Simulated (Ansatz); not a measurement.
Structures of equal composition on the (111) surface of fcc Ni, ferromagnetic: a layer of Ir in place of the second plane; a layer of Ir in place of the third plane. The slabs share one bottom face, and each structure is named by its start. These are constructed structures in small cells; real faces may alloy, dewet or reconstruct in larger ones, and not all known structures of the face are among them. Slabs of about 10 Å with all that they carry, Fermi-Dirac smearing of 0.1 eV. Bottom of the slabs: a bare face, its two planes held. Relaxed from the named starts with such symmetry as they have, on meshes of like density; energies extrapolated to zero smearing; no spin-orbit coupling, no U. Spin-polarised runs, if any, are marked in brackets, and their order is one that fits the cell; the others ran without spin. Where a second, spin-polarised start was run, the lower counts.

Calculation: PBE (plane waves to 420 eV, PAW; Ansatz, a quantum-chemistry and plane-wave program).

Task: Put the candidates in order of energy per 1x1 cell, lowest first, for PBE.

Result: a layer of Ir in place of the third plane (0.000 eV [spin, 3.3 μB a cell]), a layer of Ir in place of the second plane (0.075 eV [spin, 3.2 μB a cell])
